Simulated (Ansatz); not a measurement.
Cost and result by functional for the adsorption energy of NH2 on the 1x1 (110) surface of bcc Ta, one in a 2x2 cell, started at the site 'bridge Ta-Ta (span 3.3 Å)', in Ansatz (plane waves, PAW). Single points on the PBE structure, on one kind of machine; costs are rough ratios of the slab run's core time (references not counted) to the cheapest single point. r2SCAN's cost holds its higher cutoff (500 against 420 eV). Differences are taken against r2SCAN for comparison alone: no measured value is at hand, so the table doesn't rank accuracy.

Model: 19-atom slab, 6.8 Å thick at the start under the adsorbate (thin: gaps and levels are the slab's own), 5x5x1 mesh, Fermi-Dirac 0.1 eV, dipole correction, 8 atoms held, the rest relaxed; held to the start's symmetry, so lower structures may exist; no spin, no spin-orbit, no U, no dispersion correction. At the end it is bonded to 2 Ta. In PBE it is, or lies within 0.03 eV of, the lowest of the starts that converged. These notes are the PBE run's. Adsorption energies are against NH3(g) − ½ H2(g). A negative adsorption energy means that the adsorbate is more stable on the surface than in its reference.

```
functional                     relative cost  adsorption energy (eV)  less r2SCAN (eV)
-----------------------------  -------------  ----------------------  ----------------
RPBE                                       1                   -0.87              0.58
r2SCAN                                     2                   -1.45              0.00
PBE (the relaxed run's value)              –                   -1.11              0.35
```

The values span 0.58 eV, while the single points' costs differ by a factor of roughly 2. Differences are of unrounded values.

Ansatz is a first-principles code.
